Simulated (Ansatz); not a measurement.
## Hypothetical Fm-3m WTe2 under a change: pressure 15 GPa

The parent structure is WTe2 (space group Fm-3m, No. 225; a = 6.661 Å; a hypothetical phase, not in the database extracts checked).

Now apply this change: cell and atoms relaxed at a pressure of 15 GPa.

Method: PBE (Ansatz, a quantum-chemistry and plane-wave program, PAW, without spin-orbit coupling), earlier PAW set. Γ-centred 12×12×12 mesh, Fermi–Dirac width 0.05 eV.

* **Volume per atom**: 21.87 Å³ (base 24.63 Å³)
* **Density**: 11.11 g/cm³ (base 9.87 g/cm³)
* **Lattice parameter a**: 6.403 Å (base 6.661 Å)
* **Shortest interatomic distance**: 2.772 Å (base 2.884 Å)
* **Enthalpy H = E + PV relative to the base's energy**: +2.16 eV/atom
* **Band gap**: zero (base zero)

Final structure:

```xyz
3
Lattice="0.0000 3.2014 3.2014 3.2014 0.0000 3.2014 3.2014 3.2014 0.0000" Properties=species:S:1:pos:R:3 pbc="T T T"
W      0.0000     0.0000     0.0000
Te     1.6007     1.6007     1.6007
Te     4.8021     4.8021     4.8021
```

Load acts through the strain it causes; cell and atoms are relaxed under it. Whether these cells are dynamically stable was not tested. No other phases were tried under pressure. The final runs are not spin-polarised. WTe2 has a high density of states at the Fermi level and may be magnetic at this level.
